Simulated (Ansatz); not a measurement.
Results of Hartree–Fock (plane waves, PAW; Ansatz, an electronic-structure program) for L1₀ (CuAu-type) TiAl.

Numerical settings: plane-wave cutoff 460 eV, 10×10×8 k mesh (along the axes of the cell as run), Fermi–Dirac smearing 0.05 eV, no spin polarisation, scalar-relativistic PAW data made under PBE.

Computed at the level's own relaxed cell.

### Question
Give the computed lattice constant a (two-atom tetragonal cell) and c axis length (two-atom tetragonal cell).

### Answer

- lattice constant a (two-atom tetragonal cell) = 2.844 Å
- c axis length (two-atom tetragonal cell) = 4.312 Å

Measured, for comparison: lattice constant a 2.826 Å (temperature not stated, no zero-point or thermal correction, P4/mmm two-atom cell, a_fct/√2; as tabulated in Zope and Mishin (2003), arXiv:cond-mat/0306298); lattice parameter c 4.077 Å (temperature not stated, no zero-point or thermal correction; as tabulated in Zope and Mishin (2003), arXiv:cond-mat/0306298). Computed (rounded) less measured: lattice constant a +0.6 %, lattice parameter c +5.8 %.

Note: the run has no spin polarisation, so it can have missed a magnetic state.

Computed values are for the static lattice.
